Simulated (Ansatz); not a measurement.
The starting structures come from a database of crystals and need not be the phases stable at ambient conditions.

The decay constant κ of evanescent states in the gap governs leakage through a thin film.

Here is the system:

```
CdPS3
1.0
    6.19822     0.01438     0.00000
    2.01528     6.50712     0.00000
    3.09911     0.00719     5.36934
Cd P S
2 2 6
Direct
  0.33199   0.00000   0.33602
  0.66801   0.00000   0.66398
  0.94419   0.17283   0.00000
  0.05581   0.82717   0.00000
  0.91555   0.26334   0.68470
  0.08445   0.73666   0.31530
  0.39975   0.73666   0.68470
  0.60025   0.26334   0.31530
  0.76703   0.74187   0.00000
  0.23297   0.25813   0.00000
```

Space group of this cell: C2/m. The cell was relaxed by PBE-D3(BJ); by PBEsol its mean pressure is -0.5 GPa.

Transport runs along the normal of the first two printed cell vectors.

The gap is the functional's own, uncorrected, and κ follows it; spin-orbit coupling is left out. Mid-gap values are interpolated between the computed energies.

Task: Compute, with PBEsol in Ansatz (a program for electronic structure), the band gap and the smallest decay constant κ at mid-gap.

Result: Gap 1.68 eV on a 6×6×6 mesh; κ = 0.175 1/Å, at the zone centre.
